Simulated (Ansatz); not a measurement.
LuAlN2 (model structure, started from the LiGaO2 type, Pna2₁, No. 33, 16 atoms in the cell) was calculated with HSE06 (Ansatz, an electronic-structure program, PAW).

Numerical settings: plane-wave cutoff 460 eV, 4×4×4 k mesh, Fermi–Dirac smearing 0.01 eV, scalar-relativistic PAW data made under PBE.

Cell (relaxed with PBEsol):

Space group Pna2₁ (No. 33); a = 5.867 Å, b = 6.915 Å, c = 5.133 Å, α = β = γ = 90.00°

```csv
atom,site,symmetry,x,y,z
Lu,4a,1,0.4015,0.1229,0.4845
Al,4a,1,0.0730,0.1266,0.0014
N,4a,1,0.0499,0.1042,0.3677
N,4a,1,0.1047,0.6460,0.4196
```

Task: Give the computed band gap, smallest direct gap on the k points sampled and direct gap at Γ.

Result: 
- band gap = 4.17 eV (on the SCF k mesh)
- smallest direct gap on the k points sampled = 4.25 eV
- direct gap at Γ = 4.26 eV

Note: the relaxation could raise the start's symmetry but not lower it, so the cell can be a saddle point; cell and atoms aren't relaxed at this level (largest force component 0.26 eV/Å, pressure 2.0 GPa).

Spin–orbit coupling is not included.

The computed numbers hold no vibrational or temperature effects.

The result took around 21 core-minutes (rough).

A model structure was made by putting elements into a prototype or built by hand; it is no filed structure, need not be a known phase, and can be a saddle point held by its symmetry.
